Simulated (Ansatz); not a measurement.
One-dimensional HgTe body, 8 atoms a period

Levels: PBE (plane waves to 420 eV, PAW; Ansatz, an electronic-structure program); PBE with spin-orbit coupling (Ansatz); r2SCAN (plane waves to 500 eV, PAW; Ansatz); Ansatz with HSE06. Unmarked values and the geometry are of the first. Mesh 1×1×52. No spin polarisation. Isolated but for its images some 11 Å away. A hypothetical model. Only distortions within the start's symmetry and period were free. Values not marked SOC lack spin–orbit coupling. HSE06 ran on a 1×1×3 mesh and at PBE's edge points. Buckling under compression is shut out by symmetry and the short period.

```
Property                                                                                          Result
---------------------------------------------------------  ---------------------------------------------
period along the axis (8 atoms)                                                                  5.797 Å
largest distance between nuclei across the axis                                                   4.80 Å
PBE gap                                                    0.68 eV, indirect, from k = 0.333 × 2π/c to Γ
electron mass along the axis (PBE)                                                               0.11 mₑ
hole mass along the axis (PBE)                                                                    1.0 mₑ
valence and conduction edges under the vacuum level (PBE)                               5.21 and 4.53 eV
PBE+SOC gap at this geometry                                                                     0.49 eV
r2SCAN gap at this geometry                                                                      0.81 eV
HSE06 gap at this geometry                                                                       1.16 eV
axial stiffness dF/dε                                                                              35 nN
```

```
CELL_PARAMETERS angstrom
     14.00000     0.00000     0.00000
      0.00000    14.00000     0.00000
      0.00000     0.00000     5.79722
ATOMIC_POSITIONS crystal
  Hg 0.41400 0.41400 0.00000
  Te 0.37884 0.37884 0.50000
  Te 0.37884 0.62116 0.00000
  Hg 0.41400 0.58600 0.50000
  Te 0.62116 0.37884 0.00000
  Hg 0.58600 0.41400 0.50000
  Hg 0.58600 0.58600 0.00000
  Te 0.62116 0.62116 0.50000
```
